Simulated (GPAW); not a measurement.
Input and output of a self-consistent single point for KMo3S3 (P6_3/m, 14 atoms in the cell) (GPAW).

Method of the run: PBEsol, GPAW PAW datasets PBEsol (made by gpaw-setup) (plane waves; GPAW 25.7.0).

```
CELL_PARAMETERS angstrom
      8.97426     0.00000     0.00000
     -4.48713     7.77194     0.00000
      0.00000     0.00000     4.48011
ATOMIC_POSITIONS crystal
  K  0.33333 0.66667 0.75000
  K  0.66667 0.33333 0.25000
  Mo 0.03245 0.84677 0.75000
  Mo 0.96755 0.15323 0.25000
  Mo 0.18568 0.03245 0.25000
  Mo 0.81432 0.96755 0.75000
  Mo 0.15323 0.18568 0.75000
  Mo 0.84677 0.81432 0.25000
  S  0.35234 0.06399 0.75000
  S  0.64766 0.93601 0.25000
  S  0.28835 0.35234 0.25000
  S  0.71165 0.64766 0.75000
  S  0.93601 0.28835 0.75000
  S  0.06399 0.71165 0.25000
```

Reference input (self-consistent single point, DFT PBEsol, plane waves, GPAW PAW datasets PBEsol (made by gpaw-setup)): mode = pw; ecut = 550 eV; xc = PBEsol; kpts = 3 3 5; mesh shift (steps) = 0.5 0.5 0.5; occupations.name = fermi-dirac; occupations.width = 0.136 eV; nbands = -18; convergence.density = 1e-05 e/electron; convergence.energy = 1e-05 eV/electron; symmetry.symmorphic = false; symmetry.tolerance = 0.0005. This run's input differs from it in these lines:

```diff
@@ -25,3 +25,3 @@
 
-calc = GPAW(mode={'name': 'pw', 'ecut': 550},
+calc = GPAW(mode={'name': 'pw', 'ecut': 495},
             xc='PBEsol',
```

Output (repeated stretches shortened):

```
     iter     time        total  log10-change:
                         energy   eigst   dens
iter:   1 --:--:--  -119.315957
iter:   2 --:--:--  -118.508169   -0.51  -1.18
iter:   3 --:--:--  -113.857223   -0.67  -1.21
iter:   4 --:--:--  -113.086321   -1.03  -1.46
iter:   5 --:--:--  -113.267016   -1.21  -1.62
iter:   6 --:--:--  -114.566318   -0.91  -1.75
iter:   7 --:--:--  -113.019495   -1.66  -1.60
iter:   8 --:--:--  -112.876581   -1.83  -2.10
iter:   9 --:--:--  -112.880442   -2.84  -2.58
iter:  10 --:--:--  -112.879565   -3.16  -2.54
iter:  11 --:--:--  -112.855513   -2.77  -2.48
iter:  12 --:--:--  -112.856743   -3.58  -3.26
iter:  13 --:--:--  -112.855763c  -4.47  -3.16
iter:  14 --:--:--  -112.855796c  -5.20  -3.29
iter:  15 --:--:--  -112.856162c  -4.49  -3.51
iter:  16 --:--:--  -112.855861c  -5.23  -3.53
iter:  17 --:--:--  -112.855848c  -5.95  -4.03
iter:  18 --:--:--  -112.855952c  -5.38  -4.06
iter:  19 --:--:--  -112.855863c  -5.57  -3.81
iter:  20 --:--:--  -112.855856c  -6.09  -4.48
iter:  21 --:--:--  -112.855856c  -6.79  -4.39
iter:  22 --:--:--  -112.855846c  -6.83  -4.73
iter:  23 --:--:--  -112.855846c  -7.23  -4.55
iter:  24 --:--:--  -112.855847c  -7.79c -5.12c
Converged after 24 iterations.

Dipole moment: (0.000000, 0.000000, 0.000049) |e|*Ang

Energy contributions relative to reference atoms: (reference = -758210.314501)

Kinetic:        -78.124889
Potential:      +43.294419
External:        +0.000000
XC:             -75.043875
Entropy (-ST):   -0.136657
Local:           -2.913173
SIC:             +0.000000
--------------------------
Free energy:   -112.924176
Extrapolated:  -112.855847

Showing only first 2 kpts
 Kpt  Band  Eigenvalues  Occupancy
  0    67      5.64330    1.99984
  0    68      5.86570    1.99917
  0    69      7.30850    0.11248
  0    70      7.33839    0.09131

  1    67      5.39252    1.99997
  1    68      5.61144    1.99987
  1    69      7.55338    0.01950
  1    70      7.57863    0.01622

Fermi level: 6.92495

No gap
   [... lines left out ...]
  8 S    -0.88722   -0.17838   -0.00000
  9 S     0.88722    0.17838    0.00000
 10 S    -0.28913   -0.85755    0.00000
 11 S     0.28913    0.85755   -0.00000
 12 S     0.59809   -0.67917    0.00000
 13 S    -0.59809    0.67917    0.00000

Stress tensor:
     0.037566    -0.000000     0.000000
    -0.000000     0.037566     0.000000
     0.000000     0.000000     0.046238
Stress (GPa, Voigt): [ 6.0187  6.0187  7.4081  0.      0.     -0.    ]
```

The run converged in 24 iterations. GPAW prints stress with tension positive. Against the reference run the free energy rises by 2.6 meV/atom, the pressure moves little (-6.42 to -6.48 GPa) and the largest force hardly changes (0.906 to 0.905 eV/Å).

The starting cell comes from a database of computed structures (which also holds hypothetical and non-ambient phases and stackings), without a prior relaxation at this level. Its lattice was rescaled by a random factor within 2.5 % of one. Spin polarisation is off.

Cost on one core of a shared machine: roughly 7 min.
